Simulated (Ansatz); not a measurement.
Input and report of a finite-temperature phonon run in Ansatz (PBE). At this level the gap is small or closed, and a narrow smearing was used. The cell is fixed at its relaxed static size. Melting and transitions to other phases are not modelled. An odd repeat of the supercell leaves out some zone-boundary points, where instabilities often lie.

Ansatz 0.2 input:
```yaml
crystal:
  lattice:
    - [0.0, 2.8726521477, 2.8726521477]
    - [2.8726521477, 0.0, 2.8726521477]
    - [2.8726521477, 2.8726521477, 0.0]
  atoms:
    - { symbol: As, position: [0.25, 0.25, 0.25] }
    - { symbol: Ga, position: [0.0, 0.0, 0.0] }
kpoints:
  mp_grid: { grid: [9, 9, 9] }
hamiltonian:
  xc: pbe
  pseudopotentials: { kind: paw }
scf:
  occupations: { method: fermi_dirac, width: 0.03 }
phonons:
  supercell: [3, 3, 3]
  self_consistent:
    temperatures: [300, 600]
    max_frequency_error: 3.0
    max_frames: 240
checkpoint:
  write: run
output:
  stress: true
```

```
--- Phonons at temperature: the self-consistent harmonic approximation ---
  24 frames of 54 atoms (3×3×3 cells), in populations of 8, 8 at 600 K and 8 at 300 K: nothing lacks frames
  of 24 their SCF's own steps read whether they stand on a minimum of the electronic energy; no probe, look outside the group or whole filling of a shell is made of a frame, whatever scf.lower_state_search; one on another minimum than the …
  at 300 K
    the largest error of a frequency is 0.04 times what was asked for; the fitted model misses 1.8 % of the forces, every mode counted alike and far frames for less, of frames that it was not fitted to; the frames count as 8.0 of this …
    softest of the free energy's second derivatives: 54.23 ± 0.05 cm⁻¹ at q 0.0000 0.0000 0.3333; not told ahead of this temperature's last population
    the crystal stands in this phase at this temperature, as far as these wave vectors tell
    the ions' mean positions are those at rest
    free energy -8639.901663 ± 0.000025 eV a cell, of which vibrations -0.043338; entropy 66.357 ± 0.014 J/(mol·K) of cells
      by the supercell's own 159 modes alone, which lack the rigid motions: not to be laid beside figures on a mesh. There are none: the force constants hold no dipole–dipole term between the supercell's wave vectors
      the supercell's own free energy is the best Gaussian's, an upper bound on the crystal's: what lies beyond it on the fitted surface stands below, to be added
    pressure 0.4498 ± 0.0091 GPa; at rest -0.0069, so that the ions' motion makes +0.4567
      stress (GPa, positive in compression): xx 0.4498 ± 0.0091, yy 0.4498 ± 0.0091, zz 0.4498 ± 0.0091, yz -0.0000 ± 0.0000, xz -0.0000 ± 0.0000, xy 0.0000 ± 0.0000
      by the supercell's own 159 modes alone, which lack the rigid motions: in the warmth about 1/54 of what the motion makes, which no ± holds; not to be laid beside figures on a mesh
    beyond the Gaussian, in the hollow that it stands in and those that the ions reach from there, by exact statistics on the surface that is fitted to the frames (rings of 4 beads):
      free energy -0.000682 ± 0.000029 eV a cell
      leaving out a pair of frames, or group of many, changes the fitted energy by up to 0.02 k_B T, T the rings' temperature (one standard deviation); of these ± those of the frequencies lack the bias that few frames leave, and those of …
      pressure -0.0020 ± 0.0012 GPa; with it, by the rings' own mean, 0.4478 ± 0.0093, so that the ions' motion makes +0.4547: by the supercell's own 159 modes alone, as the Gaussian's
      mean square displacement, over the three axes, of site 1 from 0, Ga, the most changed: 0.02780 ± 0.00009 Å², of which +0.00060 beyond the Gaussian's
      softest frequency by how far the rings' centres move (above zero always: no sign of whether the crystal stands): 54.22 ± 0.06 cm⁻¹ at q 0.6667 0.6667 0.6667
    frequencies (cm⁻¹; below zero: imaginary; ±: error) of the harmonic crystal, of the Gaussian, of the free energy's second derivatives, each in its own ascending order
      q 0.0000 0.0000 0.0000
           251.19      249.36 ±  0.24      244.29 ±  0.56
           251.19      249.36 ±  0.24      244.29 ±  0.56
           251.19      249.36 ±  0.24      244.29 ±  0.56
      q 0.0000 0.0000 0.3333, and 7 like it
            55.74       54.65 ±  0.04       54.23 ±  0.05
            55.74       54.65 ±  0.04       54.23 ±  0.05
           154.68      153.67 ±  0.13      152.36 ±  0.12
           243.88      242.75 ±  0.06      238.17 ±  0.07
           243.88      242.75 ±  0.06      238.17 ±  0.07
           245.32      243.91 ±  0.07      240.52 ±  0.45
      q 0.0000 0.3333 0.3333, and 5 like it
            72.51       71.11 ±  0.06       70.33 ±  0.09
            72.51       71.11 ±  0.06       70.33 ±  0.09
           158.71      158.02 ±  0.11      156.67 ±  0.23
           235.03      234.50 ±  0.09      230.19 ±  0.25
           235.03      234.50 ±  0.09      230.19 ±  0.25
           251.16      249.69 ±  0.19      246.53 ±  0.32
      q 0.0000 0.3333 0.6667, and 11 like it
            75.69       74.19 ±  0.07       73.50 ±  0.07
           105.43      103.37 ±  0.06      102.53 ±  0.08
           178.81      178.02 ±  0.08      175.96 ±  0.08
           201.98      201.62 ±  0.02      198.57 ±  0.08
           235.07      234.46 ±  0.08      230.19 ±  0.17
           249.81      248.86 ±  0.11      245.23 ±  0.11
  at 600 K
    the largest error of a frequency is 0.07 times what was asked for; the fitted model misses 2.3 % of the forces, every mode counted alike and far frames for less, of frames that it was not fitted to; the frames count as 15.6 of this …
    softest of the free energy's second derivatives: 52.87 ± 0.09 cm⁻¹ at q 0.3333 0.0000 0.0000; ahead of this temperature's last population 52.98
    the crystal stands in this phase at this temperature, as far as these wave vectors tell
    the ions' mean positions are those at rest
    free energy -8640.164931 ± 0.000093 eV a cell, of which vibrations -0.306605; entropy 99.533 ± 0.035 J/(mol·K) of cells
      by the supercell's own 159 modes alone, which lack the rigid motions: not to be laid beside figures on a mesh. There are none: the force constants hold no dipole–dipole term between the supercell's wave vectors
      the supercell's own free energy is the best Gaussian's, an upper bound on the crystal's: what lies beyond it on the fitted surface stands below, to be added
    pressure 0.8400 ± 0.0073 GPa; at rest -0.0069, so that the ions' motion makes +0.8469
      stress (GPa, positive in compression): xx 0.8400 ± 0.0073, yy 0.8400 ± 0.0073, zz 0.8400 ± 0.0073, yz 0.0000 ± 0.0000, xz 0.0000 ± 0.0000, xy -0.0000 ± 0.0000
      by the supercell's own 159 modes alone, which lack the rigid motions: in the warmth about 1/54 of what the motion makes, which no ± holds; not to be laid beside figures on a mesh
    beyond the Gaussian, in the hollow that it stands in and those that the ions reach from there, by exact statistics on the surface that is fitted to the frames (rings of 2 beads):
      free energy -0.002851 ± 0.000120 eV a cell
      leaving out a pair of frames, or group of many, changes the fitted energy by up to 0.04 k_B T, T the rings' temperature (one standard deviation); of these ± those of the frequencies lack the bias that few frames leave, and those of …
      pressure +0.0011 ± 0.0034 GPa; with it, by the rings' own mean, 0.8412 ± 0.0065, so that the ions' motion makes +0.8481: by the supercell's own 159 modes alone, as the Gaussian's
      mean square displacement, over the three axes, of site 1 from 0, Ga, the most changed: 0.05808 ± 0.00020 Å², of which +0.00296 beyond the Gaussian's
      softest frequency by how far the rings' centres move (above zero always: no sign of whether the crystal stands): 52.85 ± 0.12 cm⁻¹ at q 0.3333 0.0000 0.0000
    frequencies (cm⁻¹; below zero: imaginary; ±: error) of the harmonic crystal, of the Gaussian, of the free energy's second derivatives, each in its own ascending order
      q 0.0000 0.0000 0.0000
           251.19      247.55 ±  0.24      237.77 ±  0.81
           251.19      247.55 ±  0.24      237.77 ±  0.81
           251.19      247.55 ±  0.24      237.77 ±  0.81
      q 0.0000 0.0000 0.3333, and 7 like it
            55.74       53.73 ±  0.09       52.87 ±  0.09
```

Cost: around 7 core-hours (rough).

Ansatz is a program for electronic structure.
